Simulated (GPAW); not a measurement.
Input and output of a self-consistent single point for Zn3Ir (I4/mmm, 4 atoms in the cell) (GPAW).

Computed with LDA (Perdew-Wang 92), GPAW PAW datasets LDA (gpaw-data 1.0.1) (plane waves; GPAW).

```xyz
4
Lattice="-1.8526 1.8526 4.0313 1.8526 -1.8526 4.0313 1.8526 1.8526 -4.0313" Properties=species:S:1:pos:R:3 pbc="T T T"
Zn     0.0000     1.8526     2.0156
Zn     1.8526     0.0000     2.0156
Zn     0.0000     0.0000     4.0313
Ir     0.0000     0.0000     0.0000
```

Reference input (self-consistent single point, DFT PBEsol, plane waves, GPAW PAW datasets PBEsol (made by gpaw-setup)): mode = pw; ecut = 850 eV; xc = PBEsol; kpts = 8 8 8; mesh shift (steps) = 0 0 0; occupations.name = methfessel-paxton; occupations.width = 0.272 eV; occupations.order = 0; nbands = -10; convergence.density = 1e-05 e/electron; convergence.energy = 1e-05 eV/electron; symmetry.symmorphic = false. This run's input differs from it in these lines:

```diff
@@ -15,3 +15,3 @@
 calc = GPAW(mode={'name': 'pw', 'ecut': 850},
-            xc='PBEsol',
+            xc='LDA',
             kpts={'size': (8, 8, 8), 'gamma': True},
```

Its files differ too (potentials: GPAW PAW datasets LDA (gpaw-data 1.0.1)).

The program printed (abridged):

```
     iter     time        total  log10-change:
                         energy   eigst   dens
iter:   1 --:--:--   -18.668076
iter:   2 --:--:--   -18.440538   -0.38  -1.43
iter:   3 --:--:--   -17.761987   -1.31  -1.48
iter:   4 --:--:--   -17.815967   -1.52  -1.60
iter:   5 --:--:--   -17.884169   -1.51  -1.70
   [... 3 lines left out ...]
iter:   9 --:--:--   -17.629910   -3.20  -2.52
iter:  10 --:--:--   -17.630414   -3.56  -2.77
iter:  11 --:--:--   -17.626871   -3.82  -2.79
iter:  12 --:--:--   -17.626675   -4.65  -3.68
iter:  13 --:--:--   -17.626664c  -5.76  -3.77
iter:  14 --:--:--   -17.626674c  -5.91  -3.81
iter:  15 --:--:--   -17.626654c  -5.39  -3.85
iter:  16 --:--:--   -17.626648c  -6.37  -3.95
iter:  17 --:--:--   -17.626653c  -6.64  -4.03
iter:  18 --:--:--   -17.626651c  -5.99  -4.09
iter:  19 --:--:--   -17.626649c  -6.58  -4.21
iter:  20 --:--:--   -17.626650c  -8.32c -4.78
iter:  21 --:--:--   -17.626652c  -7.12  -4.82
iter:  22 --:--:--   -17.626652c  -7.10  -4.97
iter:  23 --:--:--   -17.626652c  -8.23c -4.80
iter:  24 --:--:--   -17.626651c  -7.88c -5.03c
Converged after 24 iterations.

Dipole moment: (0.000000, -0.000000, 0.000000) |e|*Ang

Energy contributions relative to reference atoms: (reference = -630575.943073)

Kinetic:         -5.243287
Potential:      +11.023409
External:        +0.000000
XC:             -23.022693
Entropy (-ST):   -0.046240
Local:           -0.360961
SIC:             +0.000000
--------------------------
Free energy:    -17.649771
Extrapolated:   -17.626651

Showing only first 2 kpts
 Kpt  Band  Eigenvalues  Occupancy
  0    23      7.47571    2.00000
  0    24      7.54646    2.00000
  0    25     12.73760    0.00000
  0    26     12.73760    0.00000

  1    23      6.90858    2.00000
  1    24      8.57968    0.65529
  1    25     11.55208    0.00000
  1    26     11.78360    0.00000

Fermi level: 8.49381

No gap
No difference between direct/indirect transitions
Energy (eV): -17.626651

Forces in eV/Ang:
  0 Zn    0.00000    0.00000    0.00000
  1 Zn    0.00000    0.00000    0.00000
  2 Zn    0.00000   -0.00000   -0.00000
  3 Ir    0.00000    0.00000    0.00000

Stress tensor:
     0.066008     0.000000    -0.000000
     0.000000     0.066008    -0.000000
    -0.000000    -0.000000     0.060735
Stress (GPa, Voigt): [10.5756 10.5756  9.7308 -0.     -0.      0.    ]
```

The run converged in 24 iterations. GPAW prints stress with tension positive. Against the reference run the pressure goes from -4.92 to -10.29 GPa.

The starting cell comes from a database of computed structures (which also holds hypothetical and non-ambient phases and stackings), without a prior relaxation at this level. Its lattice was rescaled by a random factor within 2.5 % of one. Spin polarisation is off. With a pressure of about -10 GPa the cell is away from its equilibrium volume at this level.

Cost on one core of a shared machine: roughly 6 min.
